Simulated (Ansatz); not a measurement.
The parent structure is W in the bcc (W type) structure (space group Im-3m, No. 229; a = 3.1693 Å).

Calculations: r2SCAN/PAW in Ansatz (a program for electronic structure), spin-orbit coupling left out.

For the base:

Lattice parameter a: 3.169 Å

Modification: a hydrostatic pressure of 4.2 GPa.

**Question.** Estimate the effect on the lattice parameter a.

**Answer.** The lattice parameter a falls by 0.0136 Å (3.169 Å → 3.156 Å).

Load acts through the strain it causes; cell and atoms are relaxed under it. Whether these cells are dynamically stable was not tested. All final runs are without spin polarisation.
